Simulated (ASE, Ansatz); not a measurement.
A thermal frame of composition Zr3Cu5, cell Zr18Cu30, first heated far above this temperature, then brought to it, at a temperature that wasn't checked against the liquidus, so perhaps supercooled [in the CHGNet run: it was liquid; mean temperature 1187 K (target 1120 K); density 7.15 g/cm³, volume +7 % from the start cell's; mean pressure 0.4 GPa against a target of 0], from MD with the machine-learned potential CHGNet 0.3.0 in ASE at 1120 K. Calculation: PBE (plane waves, PAW; Ansatz, an electronic-structure program).

```json
{
  "plane_wave_cutoff": "420 eV",
  "k-points": "one point, (1/4, 1/4, 1/4)",
  "Fermi-Dirac width": "0.097 eV",
  "spin": "not polarised; no spin-orbit coupling"
}
```

A check of the k-sampling: on the last frame of the same run a denser mesh moved the PBE forces by 0.057 eV/Å rms, the static pressure by -0.08 GPa and the free energy by -2 meV/atom.

```yaml
crystal:
  lattice:
    - [9.37620, 0.00000, 0.00000]
    - [0.00000, 9.37620, 0.00000]
    - [0.00000, 0.00000, 9.37620]
  atoms:
    - { symbol: Cu, position: [0.18936, 0.88169, 0.74048] }
    - { symbol: Cu, position: [0.45645, 0.81422, 0.67209] }
    - { symbol: Cu, position: [0.92662, 0.53936, 0.05105] }
    - { symbol: Cu, position: [0.52804, 0.51477, 0.66956] }
    - { symbol: Cu, position: [0.35213, 0.35921, 0.76061] }
    - { symbol: Cu, position: [0.97375, 0.71086, 0.66420] }
    - { symbol: Cu, position: [0.47895, 0.42458, 0.13129] }
    - { symbol: Cu, position: [0.47238, 0.85209, 0.10376] }
    - { symbol: Cu, position: [0.22781, 0.46200, 0.03004] }
    - { symbol: Cu, position: [0.78639, 0.42144, 0.55321] }
    - { symbol: Cu, position: [0.00665, 0.98621, 0.57210] }
    - { symbol: Cu, position: [0.77617, 0.09630, 0.40499] }
    - { symbol: Cu, position: [0.52674, 0.08705, 0.71160] }
    - { symbol: Cu, position: [0.35701, 0.06307, 0.91724] }
    - { symbol: Cu, position: [0.86477, 0.77422, 0.03841] }
    - { symbol: Cu, position: [0.00573, 0.28361, 0.57927] }
    - { symbol: Cu, position: [0.65703, 0.62756, 0.09485] }
    - { symbol: Cu, position: [0.80284, 0.09976, 0.14063] }
    - { symbol: Cu, position: [0.26674, 0.00011, 0.20191] }
    - { symbol: Cu, position: [0.54311, 0.29789, 0.54982] }
    - { symbol: Cu, position: [0.25817, 0.61758, 0.65769] }
    - { symbol: Cu, position: [0.86864, 0.28895, 0.98688] }
    - { symbol: Cu, position: [0.29234, 0.25196, 0.18429] }
    - { symbol: Cu, position: [0.05196, 0.51740, 0.49547] }
    - { symbol: Cu, position: [0.19342, 0.12362, 0.39595] }
    - { symbol: Cu, position: [0.54147, 0.15442, 0.12975] }
    - { symbol: Cu, position: [0.37050, 0.64379, 0.21868] }
    - { symbol: Cu, position: [0.70467, 0.85520, 0.26038] }
    - { symbol: Cu, position: [0.94996, 0.93658, 0.82274] }
    - { symbol: Cu, position: [0.08357, 0.63252, 0.24545] }
    - { symbol: Zr, position: [0.23268, 0.13023, 0.65417] }
    - { symbol: Zr, position: [0.82234, 0.17558, 0.72965] }
    - { symbol: Zr, position: [0.60311, 0.32997, 0.89544] }
    - { symbol: Zr, position: [0.96064, 0.92560, 0.27885] }
    - { symbol: Zr, position: [0.19803, 0.83326, 0.43666] }
    - { symbol: Zr, position: [0.07153, 0.45806, 0.79583] }
    - { symbol: Zr, position: [0.74879, 0.58927, 0.79758] }
    - { symbol: Zr, position: [0.33468, 0.40198, 0.40372] }
    - { symbol: Zr, position: [0.73823, 0.88637, 0.59434] }
    - { symbol: Zr, position: [0.66475, 0.93133, 0.92914] }
    - { symbol: Zr, position: [0.56615, 0.61981, 0.39933] }
    - { symbol: Zr, position: [0.72108, 0.35647, 0.24834] }
    - { symbol: Zr, position: [0.85016, 0.65204, 0.39332] }
    - { symbol: Zr, position: [0.03515, 0.32763, 0.28302] }
    - { symbol: Zr, position: [0.10475, 0.12211, 0.97554] }
    - { symbol: Zr, position: [0.43049, 0.63274, 0.91078] }
    - { symbol: Zr, position: [0.49475, 0.00336, 0.40089] }
    - { symbol: Zr, position: [0.15546, 0.77778, 0.01133] }
```

Give the forces on all atoms (eV/Å), the static pressure (no kinetic part).


```json
[
 {"atom": "Cu1", "Fx Fy Fz": "0.524 -1.102 0.360"},
 {"atom": "Cu2", "Fx Fy Fz": "0.056 0.114 -0.316"},
 {"atom": "Cu3", "Fx Fy Fz": "0.244 -1.056 0.265"},
 {"atom": "Cu4", "Fx Fy Fz": "-0.555 0.804 -0.598"},
 {"atom": "Cu5", "Fx Fy Fz": "-0.601 0.054 0.321"},
 {"atom": "Cu6", "Fx Fy Fz": "0.688 0.443 -0.046"},
 {"atom": "Cu7", "Fx Fy Fz": "-0.154 0.123 0.360"},
 {"atom": "Cu8", "Fx Fy Fz": "-0.751 0.501 0.811"},
 {"atom": "Cu9", "Fx Fy Fz": "-0.411 0.117 0.722"},
 {"atom": "Cu10", "Fx Fy Fz": "-0.352 -0.033 -0.141"},
 {"atom": "Cu11", "Fx Fy Fz": "-0.518 0.391 -0.722"},
 {"atom": "Cu12", "Fx Fy Fz": "-0.013 1.081 0.523"},
 {"atom": "Cu13", "Fx Fy Fz": "0.301 -0.106 -0.122"},
 {"atom": "Cu14", "Fx Fy Fz": "1.171 -0.667 0.176"},
 {"atom": "Cu15", "Fx Fy Fz": "0.385 0.807 0.167"},
 {"atom": "Cu16", "Fx Fy Fz": "1.017 -0.462 -1.229"},
 {"atom": "Cu17", "Fx Fy Fz": "-0.117 0.014 0.228"},
 {"atom": "Cu18", "Fx Fy Fz": "-0.207 0.101 -0.406"},
 {"atom": "Cu19", "Fx Fy Fz": "0.205 -1.199 -1.411"},
 {"atom": "Cu20", "Fx Fy Fz": "0.800 -1.050 -0.162"},
 {"atom": "Cu21", "Fx Fy Fz": "0.411 0.199 -0.372"},
 {"atom": "Cu22", "Fx Fy Fz": "0.445 0.832 0.027"},
 {"atom": "Cu23", "Fx Fy Fz": "0.327 -0.452 -1.117"},
 {"atom": "Cu24", "Fx Fy Fz": "1.407 0.001 0.774"},
 {"atom": "Cu25", "Fx Fy Fz": "-0.356 0.145 -0.011"},
 {"atom": "Cu26", "Fx Fy Fz": "-0.445 -0.648 -0.082"},
 {"atom": "Cu27", "Fx Fy Fz": "-1.283 0.270 -0.437"},
 {"atom": "Cu28", "Fx Fy Fz": "-1.265 0.350 -0.719"},
 {"atom": "Cu29", "Fx Fy Fz": "-0.549 -0.874 0.521"},
 {"atom": "Cu30", "Fx Fy Fz": "0.645 -0.337 0.026"},
 {"atom": "Zr31", "Fx Fy Fz": "1.194 0.614 0.827"},
 {"atom": "Zr32", "Fx Fy Fz": "-0.839 -0.232 0.042"},
 {"atom": "Zr33", "Fx Fy Fz": "-0.879 -0.735 -0.077"},
 {"atom": "Zr34", "Fx Fy Fz": "1.966 1.174 -0.479"},
 {"atom": "Zr35", "Fx Fy Fz": "1.254 -2.165 0.411"},
 {"atom": "Zr36", "Fx Fy Fz": "-0.707 -0.608 0.424"},
 {"atom": "Zr37", "Fx Fy Fz": "1.133 1.187 0.470"},
 {"atom": "Zr38", "Fx Fy Fz": "-0.824 0.862 1.097"},
 {"atom": "Zr39", "Fx Fy Fz": "-0.797 -0.902 0.604"},
 {"atom": "Zr40", "Fx Fy Fz": "-0.314 0.600 -0.364"},
 {"atom": "Zr41", "Fx Fy Fz": "-0.310 0.485 0.841"},
 {"atom": "Zr42", "Fx Fy Fz": "-0.223 0.120 0.414"},
 {"atom": "Zr43", "Fx Fy Fz": "-0.208 0.049 -0.654"},
 {"atom": "Zr44", "Fx Fy Fz": "-0.636 0.044 -1.084"},
 {"atom": "Zr45", "Fx Fy Fz": "-1.123 0.603 0.419"},
 {"atom": "Zr46", "Fx Fy Fz": "0.162 -0.015 -0.398"},
 {"atom": "Zr47", "Fx Fy Fz": "-0.292 0.592 0.180"},
 {"atom": "Zr48", "Fx Fy Fz": "0.396 -0.030 -0.063"}
]
```
- static pressure (no kinetic part): -0.80 GPa
